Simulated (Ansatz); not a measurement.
Levels about the gap of amorphous Si$_{20}$O$_{32}$C$_{6}$H$_{16}$ (74 atoms in a cell of 1072 Å³, 1.80 g/cm³; zone centre alone, so wide bands show as single levels with stretches between that a denser mesh fills), at the geometry that PBE relaxed, where it gives -0.9 GPa on a denser mesh. The participation number counts the atoms over which a state spreads; weights are charges in smoothed Voronoi cells. The levels come from a single point, so bond lengths are those of that geometry. Method of the levels: r2SCAN, scalar-relativistic without spin-orbit coupling (Ansatz, an electronic-structure program). Sampling: the zone centre alone; Fermi-Dirac width 0.01 eV; collinear spin, started from moments on atoms (the moments died out).

The cell was made by melting and quenching with the CHGNet potential and then relaxed with DFT. O atoms were pushed apart under 1.9 Å during the dynamics, to hinder bonds among them. The hot cell started wider than the set density and was brought back towards it in steps. It is the lowest in DFT energy of 2 quenches. It is a model cell: composition and starting density were chosen by hand, and all elements were melted together. No dispersion term was used. Its density started from a set value of 1.80 and ended at 1.80 g/cm³. Cooling (nominally 420 K/ps over its main leg) ran many orders faster than in experiment, which tends to leave more defects and strain. One small periodic cell is one sample of the glass; other quenches scatter about these values. The volume was held where the preparation left it and the shape relaxed, at a PBE pressure of -0.9 GPa (tension). Stress components on the final sampling reach 1.0 GPa. On a 2×2×2 Γ-centred mesh force components of up to 0.20 eV/Å stay, since the relaxation ran on the zone centre alone.

```tsv
E - E(highest filled), eV	filling	spin	participation number	largest on	weight Si	weight C	weight O	weight H
-1.59	filled	dn	4.0	C, 3 neighbours	0.24	0.44	0.30	0.02
-0.64	filled	up	5.1	Si, 3 neighbours	0.75	0.01	0.22	0.03
-0.64	filled	dn	5.1	Si, 3 neighbours	0.75	0.01	0.22	0.03
-0.29	filled	dn	3.1	C, 3 neighbours	0.16	0.59	0.10	0.15
-0.29	filled	up	3.1	C, 3 neighbours	0.16	0.59	0.10	0.15
0.00	filled	dn	6.6	Si, 3 neighbours	0.61	0.09	0.15	0.14
0.00	filled	up	6.6	Si, 3 neighbours	0.61	0.09	0.15	0.14
0.94	empty	dn	6.0	Si, 2 neighbours	0.72	0.02	0.20	0.06
0.94	empty	up	6.0	Si, 2 neighbours	0.72	0.02	0.20	0.06
1.29	empty	dn	4.9	C, 3 neighbours	0.16	0.44	0.33	0.08
1.29	empty	up	4.9	C, 3 neighbours	0.16	0.44	0.33	0.08
1.64	empty	dn	11.0	Si, 3 neighbours	0.44	0.10	0.31	0.15
1.64	empty	up	11.0	Si, 3 neighbours	0.44	0.10	0.31	0.15
1.77	empty	dn	12.1	Si, 3 neighbours	0.61	0.02	0.24	0.13
```

Most localised among these is the filled level at -0.29 eV, on a C atom, which has 3 neighbours (H 1.10 Å, O 1.55 Å, Si 1.81 Å).
